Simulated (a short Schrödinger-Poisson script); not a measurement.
## Gated In0.52Al0.48As/In0.53Ga0.47As δ-doped gas in a quantum well

Stack: gated In0.52Al0.48As/In0.53Ga0.47As δ-doped gas in a quantum well, at 300 K.

```tsv
layer	material	thickness (nm)	Na (cm⁻³)
1	In0.52Al0.48As	20	-
2	In0.52Al0.48As	20	-
3	In0.53Ga0.47As	15	-
4	In0.52Al0.48As	4000	2e14
```

The device is made up for the run: typed textbook-type constants, with dimensions and the other settings drawn at random. In0.52Al0.48As: permittivity 12.5, conduction-band edge (eV) 0.52, gap (eV) 1.45, electron mass (mₑ) 0.075, Nv at 300 K (cm⁻³) 1.1e19. In0.53Ga0.47As: permittivity 13.9, conduction-band edge (eV) 0, gap (eV) 0.74, Nv at 300 K (cm⁻³) 7.7e18.

Channel valleys (confinement mass, in-plane density-of-states mass, number): Γ 0.041, 0.041, 1. At the gate the conduction-band edge of layer 1 lies 0.65 eV − eVg above the Fermi level of the channel; the field vanishes at the back. Sheet of ionised δ-doping: +1.5e12 e/cm² at 20 nm from the gate. The barrier under the gate holds no holes. Gaps are held at their typed values at every temperature. Mesh 0.08 nm at interfaces.

From a short Schrödinger-Poisson script (our own, NumPy): 1D Poisson equation in equilibrium, electrons quantum, Hartree plus LDA exchange-correlation (BenDaniel-Duke, 40 states a valley, the channel's in-plane mass for all, wave functions free to enter the barrier), parabolic valleys, classical holes, full ionisation, no traps, pinning or gate leakage.

```
Vg (V)  electrons (cm⁻²)  in the channel layer  C (μF/cm²)  Γ E0 (meV)  Γ E1 (meV)
------  ----------------  --------------------  ----------  ----------  ----------
0.4              9.66e11               9.48e11       0.242       -46.2        34.6
0.3              8.18e11               8.05e11       0.235       -37.8        42.5
0.2              6.73e11               6.63e11       0.231       -28.6        51.4
0.1              5.30e11               5.23e11       0.227       -18.3        61.5
0                3.91e11               3.86e11       0.221        -6.4        73.3
-0.1             2.56e11               2.53e11       0.211         8.3        88.2
-0.2             1.31e11               1.30e11       0.188        29.0       109.2
-0.3             3.34e10               3.31e10       0.115        67.0       147.4
-0.4              1.58e9                1.56e9      0.0151       146.8       227.1
```

Subbands count from the Fermi level.
